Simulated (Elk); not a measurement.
Input and output of a self-consistent single point for TiMo3 (Immm, 4 atoms in the cell) (Elk).

Method: PBEsol, all-electron FP-LAPW, Elk's shipped species files, APW+lo basis with extra local orbitals (Elk).

```
CELL_PARAMETERS angstrom
     -1.56346     2.18377     4.42093
      1.56346    -2.18377     4.42093
      1.56346     2.18377    -4.42093
ATOMIC_POSITIONS crystal
  Ti 0.50000 0.00000 0.50000
  Mo 0.75659 0.75659 0.00000
  Mo 0.24341 0.24341 0.00000
  Mo 0.00000 0.50000 0.50000
```

Reference input (self-consistent single point, DFT, LDA (PW92), all-electron FP-LAPW, Elk's shipped species files, APW+lo basis with extra local orbitals): xctype = 3; rgkmax = 7.5; stype = 3; swidth = 0.00367493 Ha; ngridk = 7 7 7; gmaxvr = 16 1/bohr; nxlo = 2; lorbcnd = true; rmtscf = 0.91; lmaxi = 3. This run's input differs from it in these lines:

```diff
@@ -4,3 +4,3 @@
 xctype
-  3
+  22
```

Output, abridged:

```
│ Self-consistent loop started │
│ Loop number : 1 │
 total energy                :     -12981.6501788
│ Loop number : 2 │
 total energy                :     -12982.6810180
RMS change in Kohn-Sham potential (target) :   0.2839620096     (  0.1000000000E-05)
Absolute change in total energy (target)   :    1.030839266     (  0.1000000000E-03)
│ Loop number : 3 │
 total energy                :     -12984.2361694
RMS change in Kohn-Sham potential (target) :   0.2790906048     (  0.1000000000E-05)
Absolute change in total energy (target)   :    1.812861174     (  0.1000000000E-03)
│ Loop number : 4 │
   [... lines left out ...]
Absolute change in total energy (target)   :   0.1349785161E-03 (  0.1000000000E-03)
│ Loop number : 16 │
 total energy                :     -12995.3458834
RMS change in Kohn-Sham potential (target) :   0.9464020092E-06 (  0.1000000000E-05)
Absolute change in total energy (target)   :   0.2816579145E-03 (  0.1000000000E-03)
│ Loop number : 17 │
 total energy                :     -12995.3458829
RMS change in Kohn-Sham potential (target) :   0.6907742070E-06 (  0.1000000000E-05)
Absolute change in total energy (target)   :   0.6991480041E-04 (  0.1000000000E-03)
Convergence targets achieved

│ Loop number : 18 │

Energies :
 Fermi                       :     0.475678644377
 total energy                :     -12995.3459548

Density of states at Fermi energy :    67.77296477
 (states/Hartree/unit cell)

Estimated indirect band gap :   0.1713951503E-02
 from k-point      5 to k-point     20
Estimated direct band gap   :   0.5679942545E-02
 at k-point      5

Charges :
 core                        :    94.00000000
 valence                     :    54.00000000
 interstitial                :    8.216909298
 muffin-tins (core leakage)
  species :    1 (Ti)
   atom    1                 :    20.02344805     (  0.6907823646E-08)
  species :    2 (Mo)
   atom    1                 :    39.90722110     (  0.2012448636E-05)
   atom    2                 :    39.90722110     (  0.2012448636E-05)
   atom    3                 :    39.94520045     (  0.2020098975E-05)
 total in muffin-tins        :    139.7830907
 total calculated charge     :    148.0190994
 total charge                :    148.0000000
 error                       :   0.1909935324E-01

│ Self-consistent loop stopped │
```

The run converged in 18 iterations. The count includes the last loop, which Elk runs after its targets are met. 

The starting cell comes from a database of computed structures (which also holds hypothetical and non-ambient phases and stackings), without a prior relaxation at this level. Its lattice was rescaled by a random factor within 2.5 % of one. Spin polarisation is off. Values depend on the basis (sphere radii, cutoffs, local orbitals), which need not be converged. The log's line on a gap gives a spacing of levels on this mesh, which the program prints for metals too.

Cost on one core of a shared machine: roughly 3 min.
